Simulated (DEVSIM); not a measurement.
Structure: illuminated Si n-on-p cell, one wavelength, at 350 K.

Layer 1 from the left is Si, thickness (μm) 0.830, Nd (cm⁻³) 8.7e17, τn (s) 1.7e-5, τp (s) 2.9e-5, absorption coefficient (cm⁻¹) 1200. Layer 2 from the left is Si, thickness (μm) 32.0, Na (cm⁻³) 9e15, τn (s) 0.00011, τp (s) 0.00011, absorption coefficient (cm⁻¹) 1200.

Left contact: ohmic, minority hole recombination velocity 4000 cm/s. Right contact: ohmic, minority electron recombination velocity 4000 cm/s. Voltage is applied to the left contact. Recombination: SRH at mid-gap, radiative, Auger. Light enters at the left, 1.1e18 photons cm⁻² s⁻¹, one pass, no reflection. Mobility is constant in doping.

Constants are typed, rounded textbook-type inputs, not results; the design itself was drawn at random and stands for no fabricated device. Values at 300 K; Nc and Nv go as T^1.5, mobilities as T to minus their exponent, the gap by Varshni's rule with the affinity fixed.

Si: gap (eV) 1.124, affinity (eV) 4.05, permittivity 11.7, Nc (cm⁻³) 2.86e19, Nv (cm⁻³) 3.1e19, μn (cm²/Vs) 1417, μp (cm²/Vs) 470, T exponent of μn 2.3, T exponent of μp 2.2, B (cm³/s) 4.7e-15, Cn (cm⁶/s) 2.8e-31, Cp (cm⁶/s) 9.9e-32, Varshni α (eV/K) 0.000473, Varshni β (K) 636.

Simulated with DEVSIM: 1D drift-diffusion, Boltzmann statistics, complete ionisation; no tunnelling, impact ionisation, image-force lowering or self-heating.

Question: What does the simulation give for the dark forward voltage at 100 A/cm², the share of generated pairs collected at short circuit, the potential step across the device at zero bias?

Answer: dark forward voltage at 100 A/cm² 0.735 V; share of generated pairs collected at short circuit 0.937; potential step across the device at zero bias 0.746 V.
